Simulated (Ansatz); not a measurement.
Functionals compared on a constructed model of the (100) surface of fcc Ag, a pseudomorphic layer of Zn in the host's stacking (bottom of the slab: a bare face, its two planes held), in Ansatz (plane waves, PAW). The structure was relaxed with PBE; the other rows are single points on it. Cutoff 420 eV (500 eV for r2SCAN).

Set-up: 7 atoms, 12.2 Å thick at the start; mesh 13x13x1; 0.1 eV smearing; dipole correction on; 2 atoms held, the rest relaxed; start symmetry kept, larger cells not searched; no spin, no spin-orbit, no U. It is one candidate, not shown to be the stable structure of the face. These notes are the PBE run's.

```tsv
functional	work function of the top face (eV)	rough cost of the single point
PBE	4.04	–
RPBE	3.89	very roughly 40 core-seconds
r2SCAN	4.10	about 70 core-seconds (a rough figure)
```

Ansatz is an electronic-structure program.
